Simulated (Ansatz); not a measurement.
LaN (P4/nmm, No. 129, 4 atoms in the cell; start mp-1018049; a measured phase of this formula has another space group): band gap by level of theory

No measured value is used here.

Unless a cell is named, each level is at its own relaxed cell (LDA 16.79, r²SCAN 18.25 Å³/atom).

Question: Put these levels in order of the band gap that they give for LaN (P4/nmm, No. 129, 4 atoms in the cell; start mp-1018049; a measured phase of this formula has another space group), smallest first: HSE06+SOC (Ansatz, a first-principles code), LDA (Ansatz), r²SCAN (Ansatz).

Answer: LDA (1.19 eV), r²SCAN (1.86 eV), HSE06+SOC (2.16 eV)

Computed values are for a static lattice. Spin–orbit coupling is included only where a level's name says +SOC; with heavier elements it mostly lowers gaps and can invert bands.  Values are at the level's own equilibrium cell; HSE06+SOC at the PBEsol cell. Cutoffs and k meshes differ between the levels. Ansatz's density-functional and Hartree–Fock values are scalar-relativistic unless marked +SOC, with PAW data made under PBE.

A start named mp-… is a Materials Project structure, which need not be a measured phase.
